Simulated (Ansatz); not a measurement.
Space group P4₂/nmc, origin choice 1 (No. 137); a = b = 3.5248 Å, c = 5.0577 Å, α = β = γ = 90.00°

| atom | site | symmetry | x | y | z |
|---|---|---|---|---|---|
| Hf | 2a | -4m2 | 0.0000 | 0.0000 | 0.0000 |
| O | 4d | 2mm. | 0.0000 | 0.5000 | 0.2100 |

The cell was generated from a structure type, relaxed within its symmetry, and need not be the phase found at ambient conditions. Dynamical quadrupoles are not included in the interpolation of the phonons between the solved wave vectors. Spin-orbit coupling is not included. The pressure is 10 GPa. The structure is held there; whether it is the stable one at that pressure was not tested.

Question: What linear thermal expansion coefficients do quasi-harmonic lattice dynamics on PBEsol density-functional theory in Ansatz (plane waves, PAW) give at 300 K, and what isobaric heat capacity per mole of formula units and Grüneisen parameter?

Answer: α in the basal plane = 7.5 × 10⁻⁶ K⁻¹; α along c = 9.9 × 10⁻⁶ K⁻¹; C_P = 57.0 J/(mol K); γ = 2.00. No phase change or melting is allowed for: the numbers belong to this structure as given.

The PAW data sets were generated under PBE and serve the other functionals too.

Ansatz is a first-principles code.
